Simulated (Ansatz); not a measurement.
The starting structures come from a database of crystals and need not be the phases stable at ambient conditions.

By PBEsol, the system below comes out a metal.

Input:

```yaml
crystal:
  lattice:
    - [3.08623, 0.00000, 0.00000]
    - [0.00000, 4.96233, 0.00000]
    - [0.00000, -2.48116, 4.29750]
  atoms:
    - { symbol: Hf, position: [0.50000, 0.33333, 0.66667] }
    - { symbol: Hf, position: [0.50000, 0.66667, 0.33333] }
    - { symbol: Hf, position: [0.00000, 0.00000, 0.00000] }
```

Space group of this cell: P6/mmm. The cell is taken as given; by PBEsol its mean pressure is -2.8 GPa.

The current flows along the normal of the first two printed cell vectors, the (100) plane of the conventional cell. No spin-orbit coupling; the value is a mean over 0.1 eV about the Fermi level.

### Question
Compute, with PBEsol in Ansatz (a program for electronic structure), the ballistic conductance per area.

### Answer
0.58 × 10¹⁵ S/m² for both spins.
